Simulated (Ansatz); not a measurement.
BBi (model structure, started from the rocksalt type, Fm-3m, No. 225, 2 atoms in the cell)

These are PBE-D3(BJ) (PAW; Ansatz, a quantum-chemistry and plane-wave program) values and carry that method's errors.

Numerical settings: plane-wave cutoff 500 eV, 14×14×14 k mesh, Fermi–Dirac smearing 0.05 eV, scalar-relativistic PAW data made under PBE.

Cell (relaxed at this level):

```
CELL_PARAMETERS angstrom
      0.00000     2.60415     2.60415
      2.60415     0.00000     2.60415
      2.60415     2.60415     0.00000
ATOMIC_POSITIONS crystal
  Bi 0.00000 0.00000 0.00000
  B  0.50000 0.50000 0.50000
```

- band gap = zero (no gap)

Note: the relaxation could raise the start's symmetry but not lower it, so the cell can be a saddle point.

Spin–orbit coupling is not included; it can shift volumes and moduli of such heavy elements.

The computed numbers hold no vibrational or temperature effects.

A model structure was made by putting elements into a prototype or built by hand; it is no filed structure, need not be a known phase, and can be a saddle point held by its symmetry.
